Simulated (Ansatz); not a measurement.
Consider the following.

```yaml
crystal:
  lattice:
    - [2.79727, 0.00000, 0.00000]
    - [-1.39864, 2.42251, 0.00000]
    - [0.00000, 0.00000, 4.21341]
  atoms:
    - { symbol: Cr, position: [0.66667, 0.33333, 0.24694] }
    - { symbol: Cr, position: [0.33333, 0.66667, 0.75306] }
    - { symbol: C, position: [0.00000, 0.00000, 0.50000] }
```

Computed with PBEsol, DFPT electron-phonon coupling, linearised Boltzmann equation (plane waves, PAW, scalar-relativistic; Ansatz, a first-principles code). Cell: relaxed with this functional, without spin-orbit coupling.

Task: Predict the intrinsic resistivity at 300 K.

Result: 13.5 (x), 13.5 (y), 8.0 (z) μΩ·cm.

Task: How long is the mean free path there?

Result: 5.9 (x), 5.9 (y), 6.6 (z) nm, weighted by the current that each state carries. Wires not much wider than this gain resistivity from their walls.

A metal at this level (no band gap). Only scattering by harmonic phonons is included (no impurities, grain boundaries, electron-electron scattering or thermal expansion). Spin-orbit coupling is left out. Halving the electron mesh (36x36x20) moves the resistivity by up to 2 % at 300 K, the mean free path by up to 1 %. Smearing 0.20 eV; phonons on a 6x6x3 q mesh, which this run doesn't test.

Computed structure, not matched to a measured one here, so possibly hypothetical: Cr2C (P-3m1). Treated as nonmagnetic (a ferromagnetic start lost its moment, other orders weren't tried): Cr2C (P-3m1).
